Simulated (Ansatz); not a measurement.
BP (R3m), r2SCAN with spin-orbit coupling, rigid bands (Ansatz, a program for electronic structure): Condition of this run: uniaxial stress along [111] of -20 GPa (compression positive) (the target of the relaxation). band gap 1.15 eV, N_c = 7.34e19 cm⁻³ and N_v = 1.20e19 cm⁻³ at 300 K, conductivity masses of 0.352 mₑ (electrons) and 0.363 mₑ (holes). Take k_BT = 0.02585 eV.

Q: Find the intrinsic carrier density and the intrinsic Fermi level.

A: n_i = √(N_c N_v) exp(−E_g/2k_BT) = 2.97e19 × exp(−22.24) = 6.5e9 cm⁻³. The level lies (k_BT/2) ln(N_v/N_c) = -23 meV from mid-gap (positive towards the conduction band). Each 0.1 eV added to the gap lowers n_i by a factor of 6.9.

Q: What built-in voltage has an abrupt junction with N_A = 1e17 and N_D = 1e17 cm⁻³, all dopants ionised?

A: V_bi = E_g/e − (k_BT/e) ln(N_c N_v/(N_A N_D)) = 1.15 − 0.02585 × 11.39 = 0.86 V. It follows the computed gap one for one.

Q: A film of it is 8 nm thick. Estimate the confinement energies in an infinite well.

A: ħ²π²/(2m t²) = 0.376 eV·nm²/(m/mₑ × t²) gives 16.7 meV for electrons and 16.2 meV for holes, so the gap would widen to about 1.18 eV. Finite barriers and nonparabolic bands lower this, and with several valleys or bands the heaviest mass along the normal sets the lowest level, not this average.

Rigid, parabolic bands with the computed gap; masses take one relaxation time for all states. Geometry: cell and atoms relaxed with PBEsol.
